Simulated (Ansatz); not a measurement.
Take SiC in the zinc blende structure (space group F-43m, No. 216; a = 4.357 Å) as the base.

Structures relaxed with PBEsol in Ansatz (plane waves to 420 eV, PAW, spin-orbit coupling left out).

Base:

Simulated powder pattern, Cu Kα, λ = 1.54184 Å (kinematic, ideal powder, no thermal factors, no anomalous dispersion; the 14 strongest lines at most, above 2 %, up to 2θ = 90°):

```
2θ (°)  I/Imax (%)    hkl
------  ----------  -----
35.69          100  (111)
41.45           18  (200)
60.06           46  (220)
71.87           35  (311)
75.61          5.0  (222)
```

After one change:

Simulated powder pattern, Cu Kα, λ = 1.54184 Å (kinematic, ideal powder, no thermal factors, no anomalous dispersion; the 14 strongest lines at most, above 2 %, up to 2θ = 90°):

| 2θ (°) | I/Imax (%) |
|---|---|
| 36.84 | 100 |
| 42.79 | 18 |
| 62.12 | 45 |
| 74.46 | 35 |
| 78.38 | 5.0 |

Question: Which change produced these results?
A) isotropic strain +2.00 %
B) isotropic strain +0.50 %
C) isotropic strain −3.00 %
D) isotropic strain −1.50 %

Answer: C, isotropic strain −3.00 %. Its volume per atom is 9.44 Å³ against 10.34 Å³, and its space group is F-43m (No. 216).

No phonon test of stability was made.

Ansatz is a quantum-chemistry and plane-wave program.
